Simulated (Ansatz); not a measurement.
Start from C in the diamond structure (space group Fd-3m, No. 227).

```xyz
2
Lattice="0.0000 1.7801 1.7801 1.7801 0.0000 1.7801 1.7801 1.7801 0.0000" Properties=species:S:1:pos:R:3 pbc="T T T"
C      0.0000     0.0000     0.0000
C      0.8901     0.8901     0.8901
```

Cartesian axes are those of the cell as printed.

Method: DFT with r2SCAN, PAW potentials and a 500 eV plane-wave cutoff in Ansatz (an electronic-structure program), without spin-orbit coupling.

For the base:

| Property | Result |
|---|---|
| Band gap | 4.36 eV |
| Valence-band top at Γ | 0.00, 0.00, 0.00 eV |

Now apply this change: tensor shear ε_yz = +3.39 % (engineering shear γ = 0.0678); the atoms relax in the strained cell.

How does this affect the band gap, valence-band top at Γ and stress?

The band gap falls by 0.77 eV, from 4.36 eV to 3.59 eV; the valence-band top at Γ (three highest levels, from the VBM) goes from 0.00, 0.00, 0.00 eV to 0.00, -0.15, -0.19 eV; the stress (xx, yy, zz, yz, xz, xy; compression positive) amounts to (0.29, 3.35, 3.35, -39.96, 0.00, 0.00) GPa.

Stability against distortions was not tested.
